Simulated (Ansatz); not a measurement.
Input and output of a zone-centre phonon calculation for HgPd (P2_13, 8 atoms in the cell) (Ansatz, an electronic-structure program).

Level of theory: LDA (PW92), default PAW files made with PBE (plane waves; Ansatz).

```
HgPd
1.0
    5.30735     0.00000     0.00000
    0.00000     5.30735     0.00000
    0.00000     0.00000     5.30735
Hg Pd
4 4
Direct
  0.84356   0.65644   0.34356
  0.65644   0.34356   0.84356
  0.34356   0.84356   0.65644
  0.15644   0.15644   0.15644
  0.15255   0.34745   0.65255
  0.34745   0.65255   0.15255
  0.65255   0.15255   0.34745
  0.84745   0.84745   0.84745
```

Reference input (self-consistent single point, DFT, LDA (PW92), plane waves, default PAW files made with PBE): basis.ecutwfc = 420 eV; kpoints.mp_grid.grid = 6 6 6; hamiltonian.xc = lda; hamiltonian.pseudopotentials = {kind: paw} (the program's default PAW files); scf.occupations.method = gaussian; scf.occupations.width = 0.1 eV. This run's input differs from it in these lines:

```diff
@@ -26,7 +26,5 @@
     method: gaussian
-    width: 0.1
-output:
-  forces: true
-  eigenvalues: true
-  stress: true
+    width: 0.5
+phonons:
+  method: dfpt
```

Log, with long lists cut:

```
SCF iter   1: F=—  HF=-81469.144124 eV  |F-HF|=—  |Δ(HF+E_count)|=         —  Δρ=1.26e-2  dr2=2.39e-1  ethr=1.77e-3  ⟨swp⟩=5.4  Hψ=35293  notcnv=0
all-band conjugate gradients solve this SCF's bands
preconditioner: auto → Kerker (q_TF=auto, 2.736 Å⁻¹)
SCF iter   2: F=—  HF=-81469.103058 eV  |F-HF|=—  |Δ(HF+E_count)|=   4.11e-2  Δρ=5.58e-3  dr2=4.66e-2  ethr=1.57e-4  ⟨swp⟩=1.0  Hψ=11984  notcnv=0
   [... lines left out ...]
SCF iter   7: F=—  HF=-81469.092050 eV  |F-HF|=—  |Δ(HF+E_count)|=   5.36e-8  Δρ=4.16e-6  dr2=2.10e-8  ethr=1.88e-10  ⟨swp⟩=2.2  Hψ=15298  notcnv=0
SCF iter   8: F=—  HF=-81469.092050 eV  |F-HF|=—  |Δ(HF+E_count)|=   3.64e-9  Δρ=8.57e-7  dr2=9.03e-10  ethr=1.38e-11  ⟨swp⟩=2.0  Hψ=15568  notcnv=0
SCF iter   9: F=—  HF=-81469.092050 eV  |F-HF|=—  |Δ(HF+E_count)|=  1.46e-11  Δρ=2.27e-7  dr2=5.00e-11  ethr=1.00e-12  ⟨swp⟩=2.2  Hψ=14263  notcnv=0
SCF iter  10: F=-81469.092050 eV  HF=-81469.092050 eV  |F-HF|=4.37e-11  |Δ(HF+E_count)|=  1.46e-11  Δρ=4.36e-8  dr2=1.78e-12  ethr=1.00e-12  ⟨swp⟩=10.5  Hψ=50124  notcnv=0
SCF 1 converged in 10 iterations: F = -81469.092050 eV  dr2 = 1.78e-12
DFPT response loops at Γ: preconditioner auto → Kerker (q_TF=auto, 2.736 Å⁻¹) (partly filled bands, converged f_vac=0.000) …
the response loops of the zone centre start from zero, take more passes and end by a threshold …
Free energy (F): -81469.092050 eV
Internal energy: -81468.714075 eV  (E = F + TS)
E sigma→0 (E₀):  -81468.903062 eV
Entropy (-TS):   -0.377974 eV (-47.247 meV/atom)
Fermi energy:    16.830460 eV
   [... lines left out ...]
  ASR residual per site (eV/Å²): 3.16e-5 3.16e-5 3.16e-5 3.16e-5 7.60e-5 7.60e-5 7.60e-5 7.60e-5
  Γ frequencies (cm⁻¹): 0.00 0.00 0.00 22.99 22.99 22.99 40.99 40.99 47.91 47.91 47.91 74.84 102.49 103.96 103.96 105.03 105.03 105.03 114.49 114.49 114.49 131.31 131.31 131.31
  non-analytic LO–TO correction: not included (Born effective charges unavailable; polar crystals: no LO–TO splitting at Γ)
```

The run converged in 10 iterations. 

Summary of the result:
```
Property                                                                                                                                                   Result
--------------------------------------------------------  -------------------------------------------------------------------------------------------------------
Free energy E − TS (on the zero of these files)                                                                                                    -81469.0920 eV
Fermi level (on the code's own zero)                                                                                                                     16.83 eV
Zone-centre frequencies (cm⁻¹; negative means imaginary)  0, 0, 0, 23, 23, 23, 41, 41, 48, 48, 48, 75, 102, 104, 104, 105, 105, 105, 114, 114, 114, 131, 131, 131
```

The starting cell comes from a database of computed structures (which also holds hypothetical and non-ambient phases and stackings), without a prior relaxation at this level. Its lattice was rescaled by up to half a per cent. Spin polarisation is off.

Cost on one core of a shared machine: roughly 20 min.

Keys are those of Ansatz 0.2.
